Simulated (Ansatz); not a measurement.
Cell and atoms of amorphous Ti20O38:

```xyz
58
Lattice="8.6556 -0.1203 0.1311 -0.1203 9.0478 -0.2765 0.1312 -0.2767 8.8434" Properties=species:S:1:pos:R:3 pbc="T T T"
Ti     6.7839     3.6705     1.8896
Ti     3.3744     2.3558     6.6087
Ti     4.5257     0.0119     5.4876
Ti     4.7479     5.5410     6.1334
Ti     2.2418     0.0110     2.5059
Ti     7.0455     0.2947     2.6898
Ti     6.8590     8.4819     8.0514
Ti     5.8378     6.6343     3.4105
Ti     4.3402     1.6653     0.9246
Ti     6.6033     2.8000     5.1275
Ti     1.0548     4.2663     4.8755
Ti     3.5855     6.9249     0.3523
Ti     8.1054     7.1485     5.3405
Ti     7.4690     4.9579     7.7406
Ti     1.8309     4.6789     8.0481
Ti     2.1941     7.6617     6.1356
Ti     0.7952     1.9799     0.8196
Ti     0.6549     1.4411     6.6371
Ti     3.6977     4.6956     2.5428
Ti     8.4117     6.7077     1.7280
O      1.6800     2.5700     8.0460
O      6.3109     6.5129     5.1960
O      6.2201     4.2533     6.3868
O      4.7816     3.2335     1.9606
O      4.8366     2.0474     5.3995
O      0.3188     4.3998     6.7787
O      1.5291     7.3343     1.8387
O      1.7167     2.5057     5.4358
O      1.0342     6.3039     5.1385
O      3.5571     8.7523     0.8401
O      5.5535     8.6084     3.5272
O      7.6886     1.7765     6.1004
O      6.5775     4.1087     0.1613
O      0.3494     0.6875     2.2431
O      8.0915     3.9396     4.4143
O      4.9901     6.3035     7.9398
O      7.6474     6.8360     7.2881
O      6.7279     2.0536     3.3280
O      7.0397     5.4372     2.4535
O      6.1067     0.9252     1.0487
O      0.1381     5.6993     0.1794
O      5.8324    -0.2005     6.9601
O      3.2287     4.4015     6.5475
O      4.3713     2.1153     8.1935
O      7.1427     7.8203     0.9783
O      3.8402     7.0940     5.3959
O      2.9363     0.4229     6.7050
O      3.0129     0.0435     4.0676
O      2.5205     1.7961     1.6073
O      7.7797     7.5946     3.4679
O      8.5590     0.5806     8.4609
O      0.5175     8.7419     5.6575
O      4.8094     4.9662     4.0500
O      2.2980     6.6976     7.7415
O      8.5426     3.1703     1.6603
O      2.1508     4.4333     3.3775
O      4.4016     6.4445     2.0770
O      2.8625     5.0725     0.6549
```

Calculation: PBE, scalar-relativistic without spin-orbit coupling (plane waves to 420 eV, PAW; Ansatz, an electronic-structure program). The usual formal charges leave 4 electrons over, so the level spacing at the Fermi energy parts defect or band states and needn't be the band gap. In the spin-polarised cell the level spacing at the Fermi energy can part levels of unlike spin.

Preparation: random packing, a CHGNet melt and quench, and a DFT relaxation. O atoms were pushed apart under 1.9 Å during the dynamics, to hinder bonds among them. The hot cell started wider than the set density and was brought back towards it in steps. It is the lowest in DFT energy of 2 quenches. It is a model cell: composition and starting density were chosen by hand, and all elements were melted together. No dispersion term was used. Its density started from a set value of 3.88 and ended at 3.76 g/cm³. The simulated quench (nominally 240 K/ps over its main leg) is rapid and tends to freeze in more defects than a deposited or slowly cooled glass has. A cell of this size samples the disorder only roughly. Volume and shape were free in the relaxation.

Cut-offs for bonds: Ti-Ti 3.12 Å, Ti-O 2.34 Å, O-O 1.58 Å. Two cations that share two anions don't count as bonded, nor two that share one unless they lie closer than Ti-Ti 3.04 Å.

**Question.** Give the coordination numbers, mean bond lengths and angles.

**Answer.** 
Mean coordination of Ti by anions: 5.30 (14 with 5, 6 with 6)
Mean coordination of O: 2.79 (10 with 2, 26 with 3, 2 with 4)
Mean Ti-O bond: 1.965 Å (spread 0.104 Å, 106 counted)
Bond angle at Ti: mean 105.5°, spread 27.1°
Bond angle at O: mean 119.0°, spread 20.4°

**Question.** List the pairs of like atoms that count as bonded by the rules above.

**Answer.** There are none by these rules.

**Question.** What Bader charges do the atoms carry, from a run on one k-point at (1/4, 1/4, 1/4)?

**Answer.** Means (range): Ti +2.17 e (+2.07 to +2.22), O -1.14 e (-1.25 to -1.01).
```csv
atom,charge (e)
Ti1,+2.21
Ti2,+2.12
Ti3,+2.07
Ti4,+2.20
Ti5,+2.17
Ti6,+2.20
Ti7,+2.13
Ti8,+2.18
Ti9,+2.21
Ti10,+2.20
Ti11,+2.21
Ti12,+2.20
Ti13,+2.14
Ti14,+2.20
Ti15,+2.16
Ti16,+2.09
Ti17,+2.18
Ti18,+2.18
Ti19,+2.22
Ti20,+2.19
O21,-1.25
O22,-1.12
O23,-1.16
O24,-1.17
O25,-1.18
O26,-1.16
O27,-1.14
O28,-1.16
O29,-1.16
O30,-1.18
O31,-1.16
O32,-1.04
O33,-1.03
O34,-1.19
O35,-1.04
O36,-1.12
O37,-1.18
O38,-1.15
O39,-1.15
O40,-1.18
O41,-1.14
O42,-1.10
O43,-1.23
O44,-1.01
O45,-1.16
O46,-1.17
O47,-1.20
O48,-1.08
O49,-1.17
O50,-1.21
O51,-1.19
O52,-1.16
O53,-1.16
O54,-1.17
O55,-1.02
O56,-1.06
O57,-1.16
O58,-1.15
```
